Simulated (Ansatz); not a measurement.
For TiB$_{2}$ (P6/mmm, relaxed from the AlB2 type) at 700 K, quasi-harmonic approximation with PBEsol in Ansatz (a program for electronic structure) gives a volume expansion coefficient α_V = 22.72 × 10⁻⁶ K⁻¹, an isothermal bulk modulus B_T = 246.2 GPa, a molar volume V_m = 15.414 cm³/mol and C_V = 67.23 J/(mol K). 

Problem. Work out the Grüneisen parameter, C_P and the adiabatic bulk modulus.

Solution. γ = α_V B_T V_m / C_V = 1.28. C_P − C_V = α_V² B_T V_m T = 1.37 J/(mol K), so C_P = 68.60 J/(mol K). B_S = B_T C_P/C_V = B_T (1 + α_V γ T) = 251.3 GPa.

The PAW data sets were generated under PBE and serve the other functionals too.
